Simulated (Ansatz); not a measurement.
The parent structure is WC (space group P-6m2, No. 187; relaxed with 0.1 eV smearing).

```
WC
1.0
    2.89911     0.00000     0.00000
   -1.44955     2.51070     0.00000
    0.00000     0.00000     2.82680
W C
1 1
Cartesian
  0.00000   0.00000   0.00000
  0.00000   1.67380   1.41340
```

Cartesian axes are those of the cell as printed.

The values are results of PBEsol in Ansatz (plane waves to 420 eV, PAW, spin-orbit coupling left out), not measurements.

It is then changed as follows: compressive biaxial strain of 3.00 % in the plane normal to [001], as in epitaxy on a mismatched substrate; the out-of-plane cell vector and the atoms relax.

**Question.** Predict the new ratio −ε⊥/ε∥ and in-plane stress.

**Answer.** The ratio −ε⊥/ε∥ comes out as 0.41; the mean in-plane stress (compression positive) amounts to +30.9 GPa.

No phonon test of stability was made. All final runs are without spin polarisation.

Ansatz is a first-principles code.
